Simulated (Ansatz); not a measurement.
Take CuI in the zinc blende structure (space group F-43m, No. 216; a = 5.8619 Å) as the base.

All numbers come from DFT with LDA, PAW potentials and a 420 eV plane-wave cutoff in Ansatz (a first-principles code), no spin-orbit coupling.

Before the change:

- Hole mass: 0.18, 0.57, 0.57 mₑ (at Γ)
- Band gap: 1.22 eV

Modification: the cell is scaled by 0.9750 in all directions, atoms relaxed at fixed cell.

Task: What does the calculation give for the hole mass after the change?

Result: The hole mass (degenerate bands, along [100]) becomes 0.19, 0.50, 0.50 mₑ (at Γ) (base: 0.18, 0.57, 0.57 mₑ (at Γ)).

Task: Estimate the effect on the energy relative to the base.

Result: The energy increases by 28 meV/atom.

Task: What happens to the band gap?

Result: The band gap grows by 0.245 eV (1.22 eV → 1.47 eV).

With I present, leaving out spin-orbit coupling can change the band edges. The cells carry an imposed strain or load. Masses are band curvatures over ±0.01 Å⁻¹ around the edge. Stability against distortions was not tested. All final runs are without spin polarisation.
